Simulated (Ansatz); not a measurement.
# Effect of O on a Ta site (antisite), symmetric start on KTaO3

Start from a 20-atom supercell of KTaO₃ in the cubic perovskite structure (space group Pm-3m, No. 221; a = 3.985 Å) at its relaxed geometry.

The change: a neutral O on a Ta site (antisite), symmetric start, atoms relaxed at fixed cell.

Calculations: PBEsol (Ansatz, a program for electronic structure), scalar-relativistic without spin-orbit coupling. Settings: 4×4×4 k-points, 0.01 eV Fermi–Dirac smearing.

```tsv
quantity	base	changed	shift
pressure	0.0 GPa	0.9 GPa	+0.9 GPa
gap of the supercell	2.14 eV	zero	–
total moment of the cell	–	2.4 μB	–
energy gained by relaxation	–	0.29 eV	–
largest displacement of a host atom from its site in the perfect cell	–	0.07 Å	–
mean distance from the defect site to its nearest host atoms	1.99 Å	2.06 Å	+0.07 Å
```

Final structure:

```xyz
20
Lattice="3.9853 -3.9853 -3.9853 -3.9853 3.9853 -3.9853 3.9853 3.9853 3.9853" Properties=species:S:1:pos:R:3 pbc="T T T"
K      0.0000     0.0000    -3.9853
K      0.0000     0.0000     0.0000
K      0.0000     3.9853     0.0000
K      3.9853     0.0000     0.0000
O      1.9927     1.9927    -1.9927
Ta     1.9927     1.9927     1.9927
Ta    -1.9927     1.9927    -1.9927
Ta     1.9927    -1.9927    -1.9927
O     -0.0702     1.9927    -1.9927
O      3.9853    -1.9927    -1.9927
O      4.0555     1.9927    -1.9927
O      3.9853     1.9927     1.9927
O      1.9927     1.9927    -4.0555
O      1.9927     1.9927     0.0702
O     -1.9927     1.9927    -3.9853
O      1.9927    -1.9927    -3.9853
O      1.9927    -0.0702    -1.9927
O     -1.9927     3.9853    -1.9927
O      1.9927     3.9853     1.9927
O      1.9927     4.0555    -1.9927
```

Cost of the whole job for the changed cell (relaxation, final SCF and bands): very roughly 80 core-seconds.

Other magnetic orders, which the real material may have, were not ruled out. In so small a cell the defect repeats every few ångströms: this is an ordered compound, not a dilute defect. The mesh was chosen for an insulator and is coarse for the gapless case. The defect started on the symmetric site and kept its symmetry, so it may sit on a saddle. Spin-orbit coupling, missing from the scalar runs, can matter with Ta. No Hubbard U is applied, and correlation can decide whether such a compound is a metal. The defect cell is spin-polarised and ends with 2.4 μB, a fractional moment that hangs on the mesh and smearing.
